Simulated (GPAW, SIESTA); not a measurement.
A GPAW input for a self-consistent single point of Rb3Ba (Fm-3m, 4 atoms in the cell) (DFT PBEsol, plane waves, GPAW PAW datasets PBEsol (made by gpaw-setup)):

```python
from ase import Atoms
from ase.units import GPa
from gpaw import GPAW, PW, FermiDirac

atoms = Atoms(['Rb', 'Rb', 'Rb', 'Ba'],
              cell=[[0.000000, 5.353342, 5.353342],
                    [5.353342, 0.000000, 5.353342],
                    [5.353342, 5.353342, 0.000000]],
              scaled_positions=[[0.250000, 0.250000, 0.250000],
                                [0.750000, 0.750000, 0.750000],
                                [0.500000, 0.500000, 0.500000],
                                [0.000000, 0.000000, 0.000000]],
              pbc=True)

calc = GPAW(mode=PW(600),
            xc='PBEsol',
            kpts={'size': (4, 4, 4), 'gamma': True},
            occupations=FermiDirac(0.05),
            nbands=-10,
            convergence={'forces': 0.001},
            symmetry={'symmorphic': False, 'tolerance': 0.0005},
            maxiter=120,
            txt='-')

atoms.calc = calc

energy = atoms.get_potential_energy()
print('Energy (eV):', round(energy, 6))
forces = atoms.get_forces()
print('Forces (eV/Ang):')
print(forces.round(5))
stress = atoms.get_stress()
print('Stress (GPa, Voigt):', (stress / GPa).round(4))
```

**Question.** Give the SIESTA input for the same structure, mesh, smearing and functional.

**Answer.** This is the input that was run; spellings and numerical settings could be chosen otherwise.

```
# files in the folder: Rb.psml Ba.psml (PseudoDojo PBEsol standard)
SystemName  Rb3Ba
SystemLabel rb3ba

NumberOfAtoms                4
NumberOfSpecies              2
%block ChemicalSpeciesLabel
  1 37 Rb
  2 56 Ba
%endblock ChemicalSpeciesLabel
LatticeConstant              1.0 Ang
%block LatticeVectors
     0.000000000    5.353342000    5.353342000
     5.353342000    0.000000000    5.353342000
     5.353342000    5.353342000    0.000000000
%endblock LatticeVectors
AtomicCoordinatesFormat      Ang
%block AtomicCoordinatesAndAtomicSpecies
     2.676671000    2.676671000    2.676671000  1
     8.030013000    8.030013000    8.030013000  1
     5.353342000    5.353342000    5.353342000  1
     0.000000000    0.000000000    0.000000000  2
%endblock AtomicCoordinatesAndAtomicSpecies

XC.functional                GGA
XC.authors                   PBEsol
PAO.BasisSize                DZP
PAO.EnergyShift              0.01 Ry
MeshCutoff                   300 Ry
%block kgrid.MonkhorstPack
    4   0   0  0.0
    0   4   0  0.0
    0   0   4  0.0
%endblock kgrid.MonkhorstPack
OccupationFunction           FD
ElectronicTemperature        0.05 eV

MaxSCFIterations             150
SCF.Mixer.Method             Pulay
SCF.Mixer.Weight             0.1
SCF.Mixer.History            8
SCF.DM.Tolerance             1.0E-04
Diag.ParallelOverK           true
WriteForces                  true
```

Basis, cutoffs, solver keys and any potentials are the target program's own. This input uses DFT, GGA PBEsol, numerical atomic orbitals DZP, PseudoDojo PBEsol standard norm-conserving potentials (rewritten from UPF to PSML). Both were run: pressure 0.12 GPa in GPAW and 0.97 in SIESTA.

On SIESTA: the starting cell comes from a database of computed structures (which also holds hypothetical and non-ambient phases and stackings), without a prior relaxation at this level. Its lattice was rescaled by a random factor within 2.5 % of one. For this run, on top of that: lattice scaled by 0.98. Values carry the incompleteness of an atom-centred basis.

On GPAW: the starting cell comes from a database of computed structures (which also holds hypothetical and non-ambient phases and stackings), without a prior relaxation at this level. Its lattice was rescaled by a random factor within 2.5 % of one. For this run, on top of that: lattice scaled by 0.98.
